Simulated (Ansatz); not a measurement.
OH on the 1x1 (101) surface of anatase TiO2 (cut with top plane O), one in a 2x1 cell, started at the site 'hollow O-O-O over O at depth 4.4 Å'

Host crystal: anatase TiO2, with a band gap (PBE, scalar-relativistic without spin-orbit coupling).

Calculation: PBE (plane waves to 420 eV, PAW; Ansatz, a quantum-chemistry and plane-wave program).

Model: 38-atom slab, 9.4 Å thick at the start under the adsorbate (thin: gaps and levels are the slab's own), 3x4x1 mesh, Fermi-Dirac 0.01 eV, dipole correction, 14 atoms held, the rest relaxed; no symmetry held; spin-polarised, ending with about 1.0 μB a cell; orders that need a larger cell were not tried, no spin-orbit, no U, no dispersion correction. At the end it is bonded to Ti. In PBE this state lies 0.06 eV over the lowest of the starts that converged ('top O #2').

```yaml
adsorption energy against H2O(g) − ½ H2(g): 2.35 eV
gap_of_the_slab_on_its_k_mesh: 0.79 eV
highest_filled_level_below_the_top_vacuum_level: 7.14 eV
change_of_the_step_from_the_bottom_to_the_top_vacuum_level_against_the_clean_slab: -0.32 eV
energy_released_by_relaxation: 1.71 eV
height of the binding atom over the mean of the host atoms within 0.3 Å of the top one: 1.250 Å
magnetic_moment_of_the_cell: 1.00 μB
nearest_host_atoms_of_the_binding_atom: Ti at 2.08 Å, O at 2.17 Å, O at 2.74 Å
largest_move_of_a_host_atom: 0.15 Å
note: in the relaxation the adsorbate left its starting site by 2.3 Å
cost: very roughly 70 core-minutes
```

A negative adsorption energy means that the adsorbate is more stable on the surface than in its reference.
